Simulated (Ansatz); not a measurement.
Worked example: self-consistent single point of NbH (I4mm, 2 atoms in the cell) in Ansatz (a quantum-chemistry and plane-wave program).

Method: PBEsol, harder PAW files (source: ansatz) made with PBE (plane waves; Ansatz).

The change in words: lattice scaled by 0.98; basis.ecutwfc: 30.9 Ry → 117.6 Ry; hamiltonian.pseudopotentials: {kind: paw} (the program's default PAW files) → {kind: paw, source: ansatz}. Reference geometry:
```
NbH
1.0
   -1.59893     1.59893     1.97438
    1.59893    -1.59893     1.97438
    1.59893     1.59893    -1.97438
Nb H
1 1
Direct
  0.01266   0.01266   0.00000
  0.50000   0.50000   0.00000
```

Reference input (self-consistent single point, DFT, PBEsol, plane waves, default PAW files made with PBE): basis.ecutwfc = 30.9 Ry; kpoints.mp_grid.grid = 14 14 14; hamiltonian.xc = pbesol; hamiltonian.pseudopotentials = {kind: paw} (the program's default PAW files); scf.occupations.method = fermi_dirac; scf.occupations.width = 0.0073 Ry. This run's input differs from it in these lines:

Ansatz 0.2 input:
```diff
@@ -3,10 +3,10 @@
   lattice:
-    - [-1.59893000, 1.59893000, 1.97437800]
-    - [1.59893000, -1.59893000, 1.97437800]
-    - [1.59893000, 1.59893000, -1.97437800]
+    - [-1.56695100, 1.56695100, 1.93489000]
+    - [1.56695100, -1.56695100, 1.93489000]
+    - [1.56695100, 1.56695100, -1.93489000]
   atoms:
-    - { symbol: Nb, position_ang: [-0.00000000, 0.00000000, 0.04999915] }
-    - { symbol: H, position_ang: [0.00000000, 0.00000000, 1.97437800] }
+    - { symbol: Nb, position_ang: [0.00000000, -0.00000000, 0.04899915] }
+    - { symbol: H, position_ang: [0.00000000, 0.00000000, 1.93489000] }
 basis:
-  ecutwfc: 30.9 Ry
+  ecutwfc: 117.6 Ry
 kpoints:
@@ -18,2 +18,3 @@
     kind: paw
+    source: ansatz
 scf:
```

Log, with long lists cut:

```
SCF iter   1: F=—  HF=-4521.115150 eV  |F-HF|=—  |Δ(HF+E_count)|=         —  Δρ=1.02e-1  dr2=2.13e0  ethr=3.10e-3  ⟨swp⟩=5.0  Hψ=15897  notcnv=0
all-band conjugate gradients solve this SCF's bands
preconditioner: auto → none
SCF iter   2: F=—  HF=-4520.488393 eV  |F-HF|=—  |Δ(HF+E_count)|=   6.27e-1  Δρ=5.41e-2  dr2=5.78e-1  ethr=3.10e-3  ⟨swp⟩=2.9  Hψ=6792  notcnv=0  defer=2
SCF iter   3: F=—  HF=-4520.274544 eV  |F-HF|=—  |Δ(HF+E_count)|=   2.14e-1  Δρ=4.51e-3  dr2=1.20e-3  ethr=3.10e-3  ⟨swp⟩=3.6  Hψ=5409  notcnv=0  defer=2
SCF iter   4: F=—  HF=-4520.274409 eV  |F-HF|=—  |Δ(HF+E_count)|=   1.36e-4  Δρ=5.05e-4  dr2=4.13e-5  ethr=8.58e-6  ⟨swp⟩=2.5  Hψ=5669  notcnv=0  defer=2
SCF iter   5: F=—  HF=-4520.274389 eV  |F-HF|=—  |Δ(HF+E_count)|=   1.99e-5  Δρ=7.34e-5  dr2=4.11e-7  ethr=2.95e-7  ⟨swp⟩=3.0  Hψ=4663  notcnv=0  defer=2
SCF iter   6: F=-4520.274389 eV  HF=-4520.274389 eV  |F-HF|=1.34e-8  |Δ(HF+E_count)|=   3.49e-8  Δρ=1.67e-5  dr2=2.79e-8  ethr=7.14e-10  ⟨swp⟩=7.1  Hψ=15196  notcnv=0
SCF 1 converged in 6 iterations: F = -4520.274389 eV  dr2 = 2.79e-8
Free energy (F): -4520.274389 eV
Internal energy: -4520.240211 eV  (E = F + TS)
E sigma→0 (E₀):  -4520.257300 eV
Entropy (-TS):   -0.034178 eV (-17.089 meV/atom)
Fermi energy:    18.437445 eV
--- Forces (eV/Å), atoms counted from 1 ---
  atom   1  Nb    -0.00000000     0.00000000    -0.53217087
  atom   2  H      0.00000000    -0.00000000     0.53206382
--- Stress (GPa, compression-positive) ---
        7.017553      -0.000000       0.000000
       -0.000000       7.017553       0.000000
       -0.000000      -0.000000       9.430789
  P = ⅓ Tr σ = 7.8220 GPa (78.220 kbar)
  The stress holds the Pulay correction. Without it, at fixed plane waves, as pw.x and ABINIT print it: P = 7.8217 GPa
```

The run converged in 6 iterations. Against the reference run the pressure goes from -4.67 to 7.82 GPa and the largest force goes from 0.462 to 0.532 eV/Å.

The starting cell comes from a database of computed structures (which also holds hypothetical and non-ambient phases and stackings), without a prior relaxation at this level. Its lattice was rescaled by up to half a per cent. One atom was moved a little off its site on purpose. For this run, on top of that: lattice scaled by 0.98. Spin polarisation is off. Ansatz's pressure includes its estimate of the finite-basis (Pulay) stress.
